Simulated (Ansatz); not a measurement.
Consider Ag in the fcc (Cu type) structure (space group Fm-3m, No. 225; relaxed with 0.1 eV smearing).

```
Ag
1.0
    0.00000     2.00044     2.00044
    2.00044     0.00000     2.00044
    2.00044     2.00044     0.00000
Ag
1
Direct
  0.00000   0.00000   0.00000
```

Cartesian axes are those of the cell as printed.

Level of theory: LDA, PAW, 420 eV (Ansatz, a quantum-chemistry and plane-wave program; scalar-relativistic without spin-orbit coupling).

For the base:

The volume per atom comes out as 16.01 Å³.

Modification: biaxial strain +1.67 %, plane normal [111], relaxed out of plane (Cartesian); in-plane vectors clamped, the third vector and the atoms free.

### Question
What does the calculation give for the volume per atom, energy relative to the base and in-plane stress after the change?

### Answer
The volume per atom rises by 0.29 Å³, from 16.01 Å³ to 16.30 Å³; the energy rises by 5.9 meV/atom; the mean in-plane stress (compression positive) amounts to -3.4 GPa.

Whether these cells are dynamically stable was not tested.
